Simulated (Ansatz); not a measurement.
Functionals compared on the (10-10) surface of wurtzite CdSe in its 1x1 cell (cut with top plane Cd + Se, bottom plane Cd + Se), outermost plane spacing 1.27 Å in the ideal cut, in Ansatz (plane waves, PAW). The structure was relaxed with PBE; the other rows are single points on it, each with its references at the same level. Cutoff 420 eV (500 eV for r2SCAN). HSE06 used the coarser mesh 4x2x1.

Model: 16-atom slab, Cd8Se8, 12.7 Å thick at the start, 6x4x1 mesh, Fermi-Dirac 0.025 eV, dipole correction, all atoms relaxed; symmetry of the start imposed; no spin, no spin-orbit, no U. These notes are the PBE run's.

A dash marks a value that is undefined for that row or was read on another mesh.

```tsv
functional	surface energy (J/m²)	gap of the slab on its k-mesh (eV)	highest filled level below the top vacuum level (eV)	rough cost of the single point
PBE	0.24	1.01	5.70	–
LDA	0.37	0.83	5.92	very roughly 2.3 core-minutes
PBEsol	0.30	0.94	5.74	roughly 2.2 core-minutes
RPBE	0.17	1.13	5.62	very roughly 2.1 core-minutes
r2SCAN	(withheld)	(withheld)	(withheld)	very roughly 4 core-minutes
HSE06	0.26	–	–	very roughly 40 core-minutes
```

**Question.** Some entries are withheld; supply them.

**Answer.** 
- r2SCAN, surface energy (J/m²): 0.32
- r2SCAN, gap of the slab on its k-mesh (eV): 1.40
- r2SCAN, highest filled level below the top vacuum level (eV): 5.99

Ansatz is a program for electronic structure.
